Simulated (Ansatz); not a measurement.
The starting structures come from a database of crystals and need not be the phases stable at ambient conditions.

Here is the system:

```
CELL_PARAMETERS angstrom
      4.19870     0.00000     0.00000
      0.00000     4.19870     0.00000
      2.09935     2.09935     2.96893
ATOMIC_POSITIONS crystal
  Mg 0.00000 0.00000 0.00000
  Se 0.75000 0.25000 0.50000
```

Space group of this cell: F-43m, zinc blende. The cell is taken as given.

Calculation: r2SCAN (plane waves, PAW; Ansatz, a quantum-chemistry and plane-wave program).

The current runs along the normal of the first two printed vectors; no spin-orbit coupling. Scaled by the factor s: both lengths across the current (ions clamped). Meshes 10×10×10 and 8×8 across the current in all rows.

| s | mean pressure (GPa) | band gap (eV) |
|---|---|---|
| 0.98 | 2.4 | ? |
| 1.00 | 0.2 | 3.36 |
| 1.02 | -1.6 | 3.14 |

### Question
Take the slope of the band gap against ln s from the two given rows, extrapolate to s = 0.98, and say what the run there gives.

### Answer
Slope = (3.14 − 3.36) / ln 1.02 = -11.1 eV. The line gives 3.36 + (-11.1) × ln 0.98 = 3.58 eV. The run gives 3.53 eV, 0.05 eV under the line, 24 % of the predicted step.
